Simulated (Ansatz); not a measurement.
Consider interstitial B in bcc W, neutral cell. Computed with PBE, PAW (plane waves to 420 eV; Ansatz, an electronic-structure program).

Cell of 36 host sites held at the relaxed PBE lattice; a 2×2×3 k-point mesh shifted by half a step; Fermi-Dirac width 0.10 eV, spin-restricted; finite-size errors left in. Energies are static. Spin-orbit coupling is left out. Sites that were not tried may lie lower.

Barriers: single points on a 3×3×5 k-point mesh shifted by half a step at the bands' geometries.

The step: a concerted move, in which B travels most. Atoms about the jump, Cartesian Å from the middle of the jump, before and after:

```
atom     x0     y0     z0     x1     y1     z1
----  -----  -----  -----  -----  -----  -----
B1     0.00   0.00   0.80   0.00   0.00  -0.80
W2     1.98   0.00   0.80   1.56   0.00   0.78
W3    -1.98   0.00   0.80  -1.56   0.00   0.78
W4     0.00   1.56  -0.78   0.00   1.98  -0.80
W5     0.00  -1.56  -0.78   0.00  -1.98  -0.80
W6     0.00   1.56   2.37   0.00   1.63   2.39
W7     1.63   0.00  -2.39   1.56   0.00  -2.37
W8    -1.63   0.00  -2.39  -1.56   0.00  -2.37
W9     0.00  -1.56   2.37   0.00  -1.63   2.39
```

Q: Predict the transition state.

A: 
```csv
atom,x,y,z
B1,0.00,0.00,-0.01
W2,1.86,0.00,0.82
W3,-1.86,0.00,0.82
W4,0.00,1.86,-0.85
W5,0.00,-1.86,-0.85
W6,0.00,1.57,2.33
W7,1.57,0.00,-2.35
W8,-1.57,0.00,-2.35
W9,0.00,-1.57,2.33
```
It lies 1.64 eV above the start and 1.64 eV above the end. The saddle point's order was not checked, and it lies on a symmetry element of the cell, where a band can be held.
